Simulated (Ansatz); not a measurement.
Take Sr in the fcc (Cu type) structure (space group Fm-3m, No. 225) as the base.

```
CELL_PARAMETERS angstrom
      0.00000     2.96126     2.96126
      2.96126     0.00000     2.96126
      2.96126     2.96126     0.00000
ATOMIC_POSITIONS crystal
  Sr 0.00000 0.00000 0.00000
```

Level of theory: PBEsol/PAW in Ansatz (a quantum-chemistry and plane-wave program), without spin-orbit coupling.

Before the change:

* **Pressure**: 0.0 GPa
* **Band gap**: zero

The change: the cell is scaled by 0.9900 in all directions, atoms relaxed at fixed cell.

Task: Estimate the effect on the energy relative to the base, pressure and band gap.

Result: The energy increases by 1.8 meV/atom; the pressure goes from zero to 0.4 GPa; the band gap is still zero.

The cells carry an imposed strain or load. Stability against distortions was not tested. Gaps under 0.05 eV, about the width of the smearing, are given as zero.
